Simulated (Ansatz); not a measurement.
## A computed series for ZnS: response to strain

The reference is ZnS in the wurtzite structure (space group P6_3mc, No. 186; a = 3.738 Å, c = 6.143 Å). Axes: x lies along a and z along c of the hexagonal cell.

Strains are applied to the cell and any free atomic positions relax.

Computed with Ansatz (a program for electronic structure) LDA, without spin-orbit coupling.

Notes on the quantities. energy relative to the base: free energy F; pressure: mean of the normal stresses, compression positive.

```json
[
 {"variant": "base", "electron mass": "0.15 mₑ along c, 0.18 mₑ across (at Γ)", "volume per atom": "18.59 Å³", "energy relative to the base": "0 meV/atom", "pressure": "0.00 GPa"},
 {"variant": "uniaxial strain ε_xx = −3.00 %", "electron mass": "0.15 mₑ along z, 0.19 mₑ across (at Γ)", "volume per atom": "18.03 Å³", "energy relative to the base": "+7.4 meV/atom", "pressure": "2.72 GPa"},
 {"variant": "uniaxial strain ε_xx = −2.40 %", "electron mass": "0.15 mₑ along z, 0.19 mₑ across (at Γ)", "volume per atom": "18.14 Å³", "energy relative to the base": "+4.7 meV/atom", "pressure": "2.14 GPa"},
 {"variant": "uniaxial strain ε_xx = −1.80 %", "electron mass": "0.15 mₑ along z, 0.19 mₑ across (at Γ)", "volume per atom": "18.25 Å³", "energy relative to the base": "+2.6 meV/atom", "pressure": "1.59 GPa"},
 {"variant": "uniaxial strain ε_xx = −1.20 %", "electron mass": "0.15 mₑ along z, 0.18 mₑ across (at Γ)", "volume per atom": "18.36 Å³", "energy relative to the base": "+1.2 meV/atom", "pressure": "1.04 GPa"},
 {"variant": "uniaxial strain ε_xx = −0.60 %", "electron mass": "0.15 mₑ along z, 0.18 mₑ across (at Γ)", "volume per atom": "18.47 Å³", "energy relative to the base": "+0.3 meV/atom", "pressure": "0.51 GPa"}
]
```

The levels and masses belong to the bands next to the band gap. Effective masses come from finite differences of ±0.01 Å⁻¹. No phonon test of stability was made.
